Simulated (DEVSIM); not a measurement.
Device: Cr/La2O3/n-Si capacitor, at 250 K.

| layer (left to right) | material | thickness (nm) | Nd (cm⁻³) |
|---|---|---|---|
| 1 | La2O3 | 2.90 | - |
| 2 | Si | 1800 | 1e17 |

Metal gate on the left, work function 4.5 eV. Fixed charge at the semiconductor interface -6.2e10 cm⁻² (in units of +e); no interface traps.

Constants are typed, rounded textbook-type inputs, not results; the design itself was drawn at random and stands for no fabricated device. Values at 300 K; Nc and Nv go as T^1.5, mobilities as T to minus their exponent, the gap by Varshni's rule with the affinity fixed.

| parameter | La2O3 | Si |
|---|---|---|
| gap (eV) | 5.8 | 1.124 |
| affinity (eV) | 1.8 | 4.05 |
| permittivity | 27 | 11.7 |
| Nc (cm⁻³) | - | 2.86e19 |
| Nv (cm⁻³) | - | 3.1e19 |
| Varshni α (eV/K) | - | 0.000473 |
| Varshni β (K) | - | 636 |

Simulated with DEVSIM: 1D Poisson equation in equilibrium, Boltzmann statistics, complete ionisation; no quantum confinement or tunnelling. Metal contacts follow the ideal Schottky-Mott rule: no Fermi-level pinning, no interface dipoles.

The temperature was swept, all else fixed.

```json
[
 {"temperature (K)": "250", "minimum of the low-frequency capacitance (μF/cm²)": "0.103", "threshold voltage (band bending 2φF) (V)": "-0.59", "flat-band voltage (V)": "0.34"},
 {"temperature (K)": "300", "minimum of the low-frequency capacitance (μF/cm²)": "0.111", "threshold voltage (band bending 2φF) (V)": "-0.54", "flat-band voltage (V)": "0.30"},
 {"temperature (K)": "350", "minimum of the low-frequency capacitance (μF/cm²)": "___", "threshold voltage (band bending 2φF) (V)": "___", "flat-band voltage (V)": "0.27"},
 {"temperature (K)": "400", "minimum of the low-frequency capacitance (μF/cm²)": "0.130", "threshold voltage (band bending 2φF) (V)": "-0.45", "flat-band voltage (V)": "0.24"},
 {"temperature (K)": "450", "minimum of the low-frequency capacitance (μF/cm²)": "0.143", "threshold voltage (band bending 2φF) (V)": "-0.40", "flat-band voltage (V)": "0.21"},
 {"temperature (K)": "500", "minimum of the low-frequency capacitance (μF/cm²)": "0.163", "threshold voltage (band bending 2φF) (V)": "-0.35", "flat-band voltage (V)": "0.17"}
]
```

What belongs in the gaps?


- 350, minimum of the low-frequency capacitance (μF/cm²): 0.118
- 350, threshold voltage (band bending 2φF) (V): -0.50
